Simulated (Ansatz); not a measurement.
Structures of equal composition on the (111) surface of fcc Au: a layer of Hf in place of the second plane; a layer of Hf in place of the third plane. The slabs share one bottom face, and each structure is named by its start. These are constructed structures in small cells; real faces may alloy, dewet or reconstruct in larger ones, and not all known structures of the face are among them. Slabs of about 12 Å with all that they carry, Fermi-Dirac smearing of 0.1 eV. Bottom of the slabs: a bare face, its two planes held. Relaxed from the named starts with such symmetry as they have, on meshes of like density; energies extrapolated to zero smearing; no spin-orbit coupling, no U. Spin-polarised runs, if any, are marked in brackets, and their order is one that fits the cell; the others ran without spin.

These are PBE (plane waves to 420 eV, PAW; Ansatz, a program for electronic structure) values and carry that method's errors.

### Question
Order them by energy per 1x1 cell (lowest first) at the level PBE.

### Answer
a layer of Hf in place of the third plane (0.000 eV), a layer of Hf in place of the second plane (0.108 eV)
